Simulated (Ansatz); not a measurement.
NbAs (model structure, started from the WC type, P-6m2, No. 187, 2 atoms in the cell)

All values below come from LDA (PAW; Ansatz, a program for electronic structure).

Settings: plane-wave cutoff 520 eV, 18×18×16 k mesh (along the axes of the cell as run), Fermi–Dirac smearing 0.05 eV, no spin polarisation, scalar-relativistic PAW data made under PBE.

Cell (relaxed at this level):

```cif
data_AsNb
_chemical_formula_sum 'Nb1 As1'
_space_group_name_H-M_alt 'P-6m2'
_space_group_IT_number 187
_space_group_name_Hall 'P -6 2'
_cell_length_a 3.36087
_cell_length_b 3.36087
_cell_length_c 3.43875
_cell_angle_alpha 90.000
_cell_angle_beta 90.000
_cell_angle_gamma 120.000
loop_
_atom_site_label
_atom_site_type_symbol
_atom_site_symmetry_multiplicity
_atom_site_Wyckoff_symbol
_atom_site_fract_x
_atom_site_fract_y
_atom_site_fract_z
_atom_site_occupancy
Nb1 Nb 1 a 0.00000 0.00000 0.00000 1
As1 As 1 f 0.66667 0.33333 0.50000 1
```

```
Property          Result
---------------  -------
bulk modulus B0  176 GPa
```

Note: the run has no spin polarisation, so it can have missed a magnetic state; the bulk modulus is −V dP/dV from two relaxed cells at ±2 % in volume; the relaxation could raise the start's symmetry but not lower it, so the cell can be a saddle point.

The computed numbers hold no vibrational or temperature effects.

Computing time: very roughly 90 core-seconds.

A model structure was made by putting elements into a prototype or built by hand; it is no filed structure, need not be a known phase, and can be a saddle point held by its symmetry.
